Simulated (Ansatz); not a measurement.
The parent structure is Si in the diamond structure (space group Fd-3m, No. 227; a = 5.4338 Å).

The other end (x = 1) is Ge in the diamond structure (space group Fd-3m, No. 227): 22.86 Å³/atom, gap zero.

Calculations: Ansatz (a quantum-chemistry and plane-wave program), PBEsol, PAW, cutoff 420 eV, no spin-orbit coupling.

Ge replaces a fraction x of Si; each row is one arrangement (x, atoms in the cell, starting space group or random), fully relaxed.

One change was made to it. Results:

| quantity | base | after |
|---|---|---|
| valence-band top at Γ (three highest levels, from the VBM) | 0.00, 0.00, 0.00 eV | 0.00, -0.01, -0.03 eV |
| shortest interatomic distance | 2.353 Å | 2.350 Å |
| band gap | 0.47 eV | 0.44 eV |
| mixing energy (to 0.01 eV only: unlike meshes or grids) | – | +0.01 eV/atom |

**Question.** Which change produced these results?
A) x(Ge) = 0.625, 8 atoms, Pm
B) x(Ge) = 0.625, 8 atoms, Cm
C) x(Ge) = 0.375, 8 atoms, Pmm2

**Answer.** A, x(Ge) = 0.625, 8 atoms, Pm. For comparison, the valence-band top at Γ in the other runs: x(Ge) = 0.625, 8 atoms, Cm gives 0.00, -0.03, -0.05 eV; x(Ge) = 0.375, 8 atoms, Pmm2 gives 0.00, -0.03, -0.07 eV.

Each cell is one ordered arrangement of few atoms, which overstates ordering effects compared with a random alloy. No phonon test of stability was made. A zero or small gap of Ge can be the functional's error rather than a property of the material.
